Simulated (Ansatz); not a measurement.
Data:

```
MgSe
1.0
    3.82118     0.00000     0.00000
    1.91059     3.30924     0.00000
    1.91059    -1.10308     3.17984
Mg Se
1 1
Cartesian
  0.00000   0.00000   0.00000
  1.91059   1.10308   1.58992
```

No spin polarisation.

Method: r2SCAN, PAW, 500 eV (Ansatz, a quantum-chemistry and plane-wave program; scalar-relativistic without spin-orbit coupling). k-mesh 10×10×10 (Γ-centred); smearing 0.05 eV (Fermi–Dirac).

### Question
What valence-band top at Γ (three highest levels, from the VBM) does the calculation give?

### Answer
0.00, 0.00, -0.20 eV.

### Question
Estimate the space group.

### Answer
R-3m (No. 166).

### Question
What band gap does the calculation give?

### Answer
2.44 eV.

### Question
Predict the mean in-plane stress (compression positive).

### Answer
+1.9 GPa.

The cells carry an imposed strain or load. Whether these cells are dynamically stable was not tested. The cell was made from MgSe in the rock salt structure (space group Fm-3m, No. 225) by this change: biaxial strain −1.25 %, plane normal [111], relaxed out of plane.
